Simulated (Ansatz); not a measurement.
```
CELL_PARAMETERS angstrom
      3.13853     0.00000     0.00000
     -1.56926     2.71804     0.00000
      0.00000     0.00000     5.14523
ATOMIC_POSITIONS crystal
  Al 0.33333 0.66667 0.50480
  Zn 0.66667 0.33333 0.98738
  O  0.33333 0.66667 0.15093
  N  0.66667 0.33333 0.60688
```

The cell was generated from a structure type, relaxed within its symmetry, and need not be the phase found at ambient conditions.

**Question.** Give the diagonal Born effective charges atom by atom and the electronic dielectric tensor from linear response, DFT at the PBEsol level (Ansatz, a first-principles code).

**Answer.** 
```json
[
 {"atom": "Al1", "Z*xx": "2.57", "Z*yy": "2.57", "Z*zz": "2.56"},
 {"atom": "Zn2", "Z*xx": "1.95", "Z*yy": "1.95", "Z*zz": "2.09"},
 {"atom": "O3", "Z*xx": "-2.05", "Z*yy": "-2.05", "Z*zz": "-2.61"},
 {"atom": "N4", "Z*xx": "-2.46", "Z*yy": "-2.46", "Z*zz": "-2.04"}
]
```

ε∞ diagonal: 4.4, 4.4, 4.6. The k mesh is 9×9×5. The program warned that the k mesh resolves the field response only roughly, so the permittivities and charges are not converged. Away from Γ the polar cell without biaxial strain shows no imaginary mode on a 2×2×2 mesh.

The PAW data sets were generated under PBE and serve the other functionals too.
